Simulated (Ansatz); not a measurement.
# As (model structure, started from the lonsdaleite type, P6₃/mmc, No. 194, 4 atoms in the cell)

The numbers are results of LDA (Ansatz, a program for electronic structure, plane waves, PAW), not measurements.

Run with plane-wave cutoff 520 eV, 18×18×10 k mesh (along the axes of the cell as run), Fermi–Dirac smearing 0.05 eV, scalar-relativistic PAW data made under PBE.

Cell (relaxed at this level):

```cif
data_As4
_chemical_formula_sum 'As4'
_space_group_name_H-M_alt 'P63/mmc'
_space_group_IT_number 194
_space_group_name_Hall '-P 6c 2c'
_cell_length_a 4.51351
_cell_length_b 4.51351
_cell_length_c 5.59820
_cell_angle_alpha 90.000
_cell_angle_beta 90.000
_cell_angle_gamma 120.000
loop_
_atom_site_label
_atom_site_type_symbol
_atom_site_symmetry_multiplicity
_atom_site_Wyckoff_symbol
_atom_site_fract_x
_atom_site_fract_y
_atom_site_fract_z
_atom_site_occupancy
As1 As 4 f 0.33333 0.66667 0.03107 1
```

```json
{
  "band_gap": "zero (no gap)",
  "bulk modulus B0": "47.3 GPa"
}
```

Note: the bulk modulus is −V dP/dV from two relaxed cells at ±2 % in volume; the relaxation could raise the start's symmetry but not lower it, so the cell can be a saddle point.

Spin–orbit coupling is not included.

The result took about 6 core-minutes (a rough figure).

A model structure was made by putting elements into a prototype or built by hand; it is no filed structure, need not be a known phase, and can be a saddle point held by its symmetry.
